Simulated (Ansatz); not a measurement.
The reference is AlAs in the zinc blende structure (space group F-43m, No. 216; a = 5.6743 Å). Axes: x, y, z lie along the cube axes.

All numbers come from Ansatz (a quantum-chemistry and plane-wave program) PBEsol, scalar-relativistic without spin-orbit coupling, earlier PAW set.

Before the change:

| Item | Result |
|---|---|
| Pressure | 0.01 GPa |

Perturbation: uniaxial strain ε_yy = −2.45 %, all other strain components held at zero, atoms relaxed at fixed cell.

Question: Predict the new hole mass and pressure.

Answer: The hole mass comes out as 0.12 mₑ along y, 0.46 mₑ across (at Γ); the pressure (mean of the normal stresses, compression positive) increases by 1.87 GPa (0.01 GPa → 1.88 GPa).

The levels and masses belong to the bands next to the band gap. Masses are band curvatures over ±0.01 Å⁻¹ around the edge. Stability against distortions was not tested.
